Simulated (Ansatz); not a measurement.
The parent structure is HfO₂ in the fluorite structure (space group Fm-3m, No. 225; a = 5.098 Å).

The values are results of PBE/PAW in Ansatz (a quantum-chemistry and plane-wave program), no spin-orbit coupling, earlier PAW set, not measurements.

One change was made to it. Results:

The electron mass becomes 1.2 mₑ along k, 0.73 mₑ across (at X) (base: 1.2 mₑ along k, 0.74 mₑ across (at X)); the density goes up by 0.18 g/cm³ to 10.73 g/cm³; the shortest interatomic distance drops by 0.0121 Å to 2.195 Å.

Q: Which change produced these results?
A) pressure 4.2 GPa
B) pressure 1.8 GPa
C) pressure 9 GPa

A: A, pressure 4.2 GPa. For comparison, the electron mass in the other runs: pressure 9 GPa gives 1.2 mₑ along k, 0.72 mₑ across (at X); pressure 1.8 GPa gives 1.2 mₑ along k, 0.74 mₑ across (at X).

With Hf present, leaving out spin-orbit coupling can change the band edges. The levels and masses belong to the bands next to the band gap. Load acts through the strain it causes; cell and atoms are relaxed under it. Masses are band curvatures over ±0.01 Å⁻¹ around the edge. Along k means along the line from Γ to the band edge. Whether these cells are dynamically stable was not tested. Competing high-pressure phases were not computed. This is not the structure that HfO2 has at room temperature and ambient pressure.
